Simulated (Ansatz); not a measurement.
Take Te (space group P3_121, No. 152; a = 4.6235 Å, c = 5.9044 Å; made of chains) as the base. Axes: x lies along a and z along c of the hexagonal cell.

All numbers come from r2SCAN (Ansatz, an electronic-structure program), spin-orbit coupling left out, earlier PAW set.

Strains are applied to the cell and any free atomic positions relax; under biaxial strain the out-of-plane vector relaxes too.

One change was made to it. Results:

```
quantity                           base     after
-----------------------------  --------  --------
smallest direct gap             0.59 eV   0.91 eV
shortest interatomic distance  282.7 pm  280.8 pm
```

Question: Which of these changes matches the shifts?
(A) biaxial strain +3.38 %, plane normal [001], relaxed out of plane
(B) uniaxial strain ε_zz = +1.05 %
(C) isotropic strain −0.82 %
(D) isotropic strain +2.50 %
(E) biaxial strain +1.64 %, plane normal [001], relaxed out of plane

Answer: A, biaxial strain +3.38 %, plane normal [001], relaxed out of plane. For comparison, the smallest direct gap in the other runs: uniaxial strain ε_zz = +1.05 % gives 0.52 eV; biaxial strain +1.64 %, plane normal [001], relaxed out of plane gives 0.74 eV; isotropic strain −0.82 % gives 0.60 eV; isotropic strain +2.50 % gives 0.55 eV.

With Te present, leaving out spin-orbit coupling can change the band edges. Whether these cells are dynamically stable was not tested. No dispersion term is included, though the crystal is made of layers, chains or molecules, so its spacings can come out too wide.
